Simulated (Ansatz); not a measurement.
Effect of uniaxial strain ε_zz = +2.00 % on ZnS

Take ZnS in the zinc blende structure (space group F-43m, No. 216; a = 5.357 Å) as the base. Axes: x, y, z lie along the cube axes.

One thing is altered: the cell is stretched by 2.00 % along z with no lateral relaxation; the atoms relax in the strained cell.

Computed with PBEsol (Ansatz, an electronic-structure program), without spin-orbit coupling. Settings: 11×11×11 k-points, 0.05 eV Fermi–Dirac smearing.

- Volume per atom = 19.60 Å³ (base 19.21 Å³)
- Space group = I-4m2 (No. 119) (base F-43m (No. 216))
- Shortest interatomic distance = 2.335 Å (base 2.319 Å)
- Energy relative to the base (free energy F) = +2.5 meV/atom
- Pressure (mean of the normal stresses, compression positive) = -1.51 GPa (base -0.01 GPa)
- Band gap = 1.97 eV (base 2.09 eV)
- Gap character = direct at Γ (base direct at Γ)
- Electron mass = 0.16 mₑ (at Γ) (base 0.17 mₑ (at Γ))
- Valence-band top at Γ (three highest levels, from the VBM) = 0.00, 0.00, -0.07 eV (base 0.00, 0.00, 0.00 eV)
- Valley order (the lowest conduction-band minima on the path, energy above the VBM, named in the base's zone) = Γ 1.97 eV; X along [010] 3.16 eV; L along [111] 3.17 eV; X along [001] 3.26 eV (base Γ 2.09 eV; X along ⟨100⟩ 3.17 eV; L along ⟨111⟩ 3.24 eV)
- Stress (xx, yy, zz, yz, xz, xy; compression positive) = (-1.22, -1.22, -2.10, 0.00, 0.00, 0.00) GPa

Masses are band curvatures over ±0.01 Å⁻¹ around the edge. Stability against distortions was not tested. k-point labels follow each cell's own Brillouin zone.
